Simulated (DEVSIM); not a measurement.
System: Si n-p junction from an implanted or diffused profile, at 300 K.

```
layer (left to right)  material  thickness (μm)  Na (cm⁻³)   τn (s)   τp (s)
---------------------  --------  --------------  ---------  -------  -------
1                            Si            11.0     6.9e14  0.00056  0.00056
```

Added donor profile: 3.7e17 cm⁻³ × exp(−(x − 0.026 μm)²/(2·(0.043 μm)²)). Left contact: ohmic. Right contact: ohmic. Voltage is applied to the left contact. Recombination: SRH at mid-gap. Mobility is μmin + (μ − μmin)/(1 + (N/Nref)^α).

The device is made up for the run: typed textbook-type constants, with dimensions and the other settings drawn at random. Values at 300 K.

| parameter | Si |
|---|---|
| gap (eV) | 1.124 |
| affinity (eV) | 4.05 |
| permittivity | 11.7 |
| Nc (cm⁻³) | 2.86e19 |
| Nv (cm⁻³) | 3.1e19 |
| μn (cm²/Vs) | 1417 |
| μp (cm²/Vs) | 470 |
| μn,min | 52 |
| μp,min | 45 |
| Nref,n | 9.7e16 |
| Nref,p | 2.2e17 |
| αn | 0.68 |
| αp | 0.72 |

Simulated with DEVSIM: 1D drift-diffusion, Boltzmann statistics, complete ionisation; no tunnelling, impact ionisation, image-force lowering or self-heating.

The thickness of layer 1 was swept, all else fixed.

| thickness of layer 1 (μm) | dark forward voltage at 100 A/cm² (V) | dark forward voltage at 1 A/cm² (V) |
|---|---|---|
| 2.2 | 0.642 | 0.490 |
| 3.8 | 0.671 | 0.509 |
| 6.6 | 0.707 | 0.526 |
| 11 | 0.753 | 0.541 |
| 19 | 0.828 | 0.557 |
| 33 | 0.940 | 0.576 |
| 55 | 1.094 | 0.594 |

From the first row to the last the dark forward voltage at 100 A/cm² goes from 0.642 to 1.094. From the first row to the last the dark forward voltage at 1 A/cm² goes from 0.490 to 0.594.
